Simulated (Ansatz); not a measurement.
# Pressure series in Cu3Au

Consider Cu3Au in the Cu3Au type structure (space group Pm-3m, No. 221; a = 3.713 Å).

Cell and atoms are relaxed at each pressure.

The values are results of PBEsol in Ansatz (plane waves to 420 eV, PAW, without spin-orbit coupling), not measurements.

Two rows of this table had their results exchanged by mistake.

```csv
pressure,volume per atom (Å³),shortest distance (Å),band gap
pressure −2 GPa,12.96,2.636,zero
pressure −1 GPa,12.88,2.631,zero
pressure 3 GPa,12.59,2.611,zero
pressure 7 GPa,12.33,2.593,zero
pressure 15 GPa,10.66,2.470,zero
pressure 30 GPa,11.28,2.517,zero
pressure 50 GPa,11.90,2.563,zero
pressure 75 GPa,10.09,2.425,zero
pressure 100 GPa,9.64,2.389,zero
```

**Question.** Which two?

**Answer.** The rows for pressure 15 GPa and pressure 50 GPa: the volume has to fall steadily with pressure, so 11.90 Å³ belongs to pressure 15 GPa and 10.66 Å³ to pressure 50 GPa.

Load acts through the strain it causes; cell and atoms are relaxed under it. Whether these cells are dynamically stable was not tested. No other phases were tried under pressure. The final runs are not spin-polarised.

Ansatz is a quantum-chemistry and plane-wave program.
